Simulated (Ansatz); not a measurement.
MoS2 with two functionals, biaxial strain −2.36 %, plane normal [001], relaxed out of plane

The parent structure is MoS$_{2}$ in the 3R-MoS2 type structure (space group R3m, No. 160; layered, stacked along the Cartesian z axis).

```yaml
crystal:
  lattice:
    - [1.57661, 0.91026, 5.99789]
    - [-1.57661, 0.91026, 5.99789]
    - [0.00000, -1.82051, 5.99789]
  atoms:
    - { symbol: Mo, position: [0.00002, 0.00002, 0.00002] }
    - { symbol: S, position: [0.75353, 0.75353, 0.75353] }
    - { symbol: S, position: [0.57975, 0.57975, 0.57975] }
```

Cartesian axes are those of the cell as printed.

(Cell as relaxed with PBE-D3(BJ).)

Levels (all Ansatz, a quantum-chemistry and plane-wave program, PAW, earlier PAW set): PBE-D3(BJ) (420 eV, no SOC); r2SCAN+rVV10 (500 eV, no spin-orbit coupling).

Each level relaxes its own structure.

```csv
base,PBE-D3(BJ),r2SCAN+rVV10
volume per atom,17.22 Å³,18.03 Å³
lattice parameter a,3.153 Å,3.175 Å
band gap,0.77 eV,1.02 eV
```

Perturbation: biaxial strain −2.36 %, plane normal [001], relaxed out of plane (Cartesian); in-plane vectors clamped, the third vector and the atoms free.

| quantity | PBE-D3(BJ) | r2SCAN+rVV10 |
|---|---|---|
| out-of-plane strain | +1.30 % | … |
| smallest direct gap | 2.06 eV | … |
| energy relative to the base (free energy F) | +18 meV/atom | … |
| shift of the gap caused by the change | +0.08 eV | … |
| gap character | indirect, T → Γ–S₀ (56 % along) | … |

### Question
What does r2SCAN+rVV10 give?

### Answer

- out-of-plane strain, r2SCAN+rVV10: +1.42 %
- smallest direct gap, r2SCAN+rVV10: 2.10 eV
- energy relative to the base (free energy F), r2SCAN+rVV10: +19 meV/atom
- shift of the gap caused by the change, r2SCAN+rVV10: +0.13 eV
- gap character, r2SCAN+rVV10: indirect, T → Γ–S₀ (56 % along)

PBE-D3(BJ)'s out-of-plane strain lies 0.125 % below r2SCAN+rVV10's; PBE-D3(BJ)'s smallest direct gap lies 0.04 eV below r2SCAN+rVV10's; PBE-D3(BJ)'s energy relative to the base lies 1.2 meV/atom below r2SCAN+rVV10's; PBE-D3(BJ)'s shift of the gap caused by the change lies 0.05 eV below r2SCAN+rVV10's; the two agree on the gap character. Neither level is exact; r2SCAN+rVV10 is the comparison here, not a measurement.

No phonon test of stability was made.
